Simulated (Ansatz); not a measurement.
## A computed series for hypothetical rock salt BeS: response to strain

The reference is BeS in the rock salt structure (space group Fm-3m, No. 225; a hypothetical phase, not in the database extracts checked).

```
CELL_PARAMETERS angstrom
      0.00000     2.29499     2.29499
      2.29499     0.00000     2.29499
      2.29499     2.29499     0.00000
ATOMIC_POSITIONS crystal
  S  0.00000 0.00000 0.00000
  Be 0.50000 0.50000 0.50000
```

Cartesian axes are those of the cell as printed.

Strains are applied to the cell and any free atomic positions relax; under biaxial strain the out-of-plane vector relaxes too.

Levels (all Ansatz, a quantum-chemistry and plane-wave program, PAW): PBEsol (420 eV, no SOC); r2SCAN (500 eV, without spin-orbit coupling); HSE06 (420 eV, scalar-relativistic without spin-orbit coupling).

Band gaps by level, all at the geometries relaxed with PBEsol:

```csv
case,PBEsol,r2SCAN,HSE06
base,0.95 eV,1.34 eV,1.75 eV
"biaxial strain −3.51 %, plane normal [001], relaxed out of plane",0.62 eV,0.97 eV,1.40 eV
isotropic strain +1.45 %,0.93 eV,___,1.73 eV
uniaxial strain ε_xx = −4.65 %,0.59 eV,0.95 eV,1.37 eV
tensor shear ε_xy = −0.97 %,0.82 eV,1.22 eV,___
tensor shear ε_yz = −3.56 %,0.32 eV,0.69 eV,1.11 eV
tensor shear ε_xz = +0.21 %,0.92 eV,1.31 eV,1.73 eV
```

Q: Complete the table.

A: 
- isotropic strain +1.45 %, r2SCAN: 1.33 eV
- tensor shear ε_xy = −0.97 %, HSE06: 1.63 eV

Single points use the geometry relaxed with PBEsol. The hybrid gap comes from the SCF mesh plus the semilocal run's edge points and a few special points and is an upper bound. Stability against distortions was not tested.
